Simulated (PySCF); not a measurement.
PySCF 2.14.0, BP86/def2-svp, df: Zr(H)3(acac) (CC1=CC(C)=[O]->[ZrH3][O]1), 18 atoms. The geometry is a generated start, not checked to be a minimum at this level.

```json
{
  "task": "energy",
  "method": "bp86",
  "basis": "def2-svp",
  "two_electron_scheme": "density fitting",
  "mol.max_memory": "3000 MB",
  "mf.max_cycle": "100",
  "mf.init_guess": "minao (default)",
  "mf.DIIS": "CDIIS (default)",
  "mf.diis_space": "8 (default)",
  "mf.conv_tol": "1e-09 (default)",
  "mf.grids.level": "3 (default)",
  "effective_core_potentials": "those of the basis set, past Kr",
  "basis_functions": "179",
  "grid_points": "219224"
}
```

```xyz
18

Zr     0.2434    -2.5403     0.1583
H      1.6823    -3.4499     0.8543
H      0.2815    -3.1308    -1.6302
H     -1.1185    -3.0768     1.3465
C      2.1464     1.4100     1.0083
C      1.0647     0.4910     0.5011
C     -0.0886     1.0351    -0.0666
C     -1.1293     0.2220    -0.5460
C     -2.3532     0.8681    -1.1450
O     -1.0917    -1.0403    -0.5012
O      1.2647    -0.7617     0.6212
H      1.8943     2.4534     0.8553
H      2.3032     1.2209     2.0697
H      3.0795     1.1772     0.4971
H     -0.1843     2.1058    -0.1355
H     -3.2289     0.5642    -0.5735
H     -2.2787     1.9502    -1.1518
H     -2.4868     0.5019    -2.1618
```

Charge 0 and multiplicity 1 are set for this test and not shown to be the ground state.

One run each on 2 threads, 1 BLAS thread. Values of level_shift (Hartree) tried: 0 (default), 0.1, 0.3, 1.

Task: How does the count of Fock builds change with level_shift (Hartree), and where is it least?

Result: Fewest Fock builds, within one of each other: 0 (default) with 18, 0.1 with 19. The count rises to 69 at 1. All converge to one solution.

```csv
level_shift (Hartree),Fock builds,end
0 (default),18,same solution
0.1,19,same solution
0.3,34,same solution
1,69,same solution
```
